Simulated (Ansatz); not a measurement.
Consider InP in the zinc blende structure (space group F-43m, No. 216; a = 5.827 Å). Axes: x, y, z lie along the cube axes.

Computed with LDA/PAW in Ansatz (a quantum-chemistry and plane-wave program), spin-orbit coupling left out.

Strains are applied to the cell and any free atomic positions relax.

One change was made to it. Results:

The pressure (mean of the normal stresses, compression positive) goes from zero to -1.98 GPa; the valence-band top at Γ (three highest levels, from the VBM) changes from 0.00, 0.00, 0.00 eV to 0.00, 0.00, -0.15 eV; the energy goes up by 6.8 meV/atom.

### Question
Which change produced these results?
(A) uniaxial strain ε_zz = +3.00 %
(B) uniaxial strain ε_zz = +1.50 %
(C) uniaxial strain ε_zz = −2.00 %

### Answer
A, uniaxial strain ε_zz = +3.00 %. For comparison, the valence-band top at Γ in the other runs: uniaxial strain ε_zz = +1.50 % gives 0.00, 0.00, -0.07 eV; uniaxial strain ε_zz = −2.00 % gives 0.00, -0.10, -0.10 eV.

The levels and masses belong to the bands next to the band gap. Stability against distortions was not tested.
